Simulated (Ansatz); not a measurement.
Where the default PAW files enter, the runs use the earlier of Ansatz's two default sets.

By PBEsol, the system below comes out a metal.

Here is the system:

```
CELL_PARAMETERS angstrom
      2.91677     0.00000     0.00000
      0.00000     2.91677     0.00000
      1.45838    -1.45838     2.06246
ATOMIC_POSITIONS crystal
  V  0.00000 0.00000 0.00000
  N  0.50000 0.50000 0.00000
```

Space group of this cell: Fm-3m, rock salt. The cell is taken as given; by PBEsol its mean pressure is -11.9 GPa.

The current flows along the normal of the first two printed cell vectors, the (001) plane of the conventional cell. No spin-orbit coupling; the value is a mean over 0.1 eV about the Fermi level.

Problem. Predict the ballistic conductance per area from Ansatz (an electronic-structure program) with PBEsol.

Solution. 1.6 × 10¹⁵ S/m² for both spins.
